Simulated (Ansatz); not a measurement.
ZnO: response to strain

Start from ZnO in the wurtzite structure (space group P6_3mc, No. 186; a = 3.231 Å, c = 5.216 Å). Axes: x lies along a and z along c of the hexagonal cell.

Strains are applied to the cell and any free atomic positions relax; under biaxial strain the out-of-plane vector relaxes too; under stress the whole cell relaxes.

The values are results of DFT with PBEsol, PAW potentials and a 420 eV plane-wave cutoff in Ansatz (a quantum-chemistry and plane-wave program), no spin-orbit coupling, earlier PAW set, not measurements.

Notes on the quantities. pressure: mean of the normal stresses, compression positive.

```csv
change,band gap,pressure,shortest interatomic distance,electron mass
base,0.70 eV,0.00 GPa,1.969 Å,0.13 mₑ (at Γ)
"biaxial strain −0.35 %, plane normal [001], relaxed out of plane",0.70 eV,0.50 GPa,1.967 Å,0.13 mₑ (at Γ)
"biaxial strain +4.44 %, plane normal [001], relaxed out of plane",0.73 eV,-5.60 GPa,2.003 Å,"0.14 mₑ out of plane, 0.12 mₑ in plane (at Γ)"
isotropic strain +4.72 %,0.50 eV,-14.76 GPa,2.062 Å,0.097 mₑ (at Γ)
uniaxial strain ε_yy = +2.12 %,0.66 eV,-2.95 GPa,1.984 Å,"0.12 mₑ along x, 0.13 mₑ along y, 0.13 mₑ along z (at Γ)"
"uniaxial stress, 8 GPa compression along x",0.56 eV,–,1.955 Å,"0.12 mₑ along x, 0.14 mₑ along y, 0.13 mₑ along z (at Γ)"
```

Masses are band curvatures over ±0.01 Å⁻¹ around the edge. Stability under load was not tested beyond the relaxation.
